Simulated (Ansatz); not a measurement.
Structures of equal composition on the (110) surface of bcc Nb: a layer of Al in place of the second plane; a layer of Al in place of the third plane. The slabs share one bottom face, and each structure is named by its start. These are constructed structures in small cells; real faces may alloy, dewet or reconstruct in larger ones, and not all known structures of the face are among them. Slabs of about 12 Å with all that they carry, Fermi-Dirac smearing of 0.1 eV. Bottom of the slabs: a bare face, its two planes held. Relaxed from the named starts with such symmetry as they have, on meshes of like density; energies extrapolated to zero smearing; no spin-orbit coupling, no U. Spin-polarised runs, if any, are marked in brackets, and their order is one that fits the cell; the others ran without spin.

All values below come from PBE (plane waves to 420 eV, PAW; Ansatz, a quantum-chemistry and plane-wave program).

Task: Rank these by energy per 1x1 cell (lowest first), as PBE gives it.

Result: a layer of Al in place of the third plane (0.000 eV), a layer of Al in place of the second plane (0.238 eV)
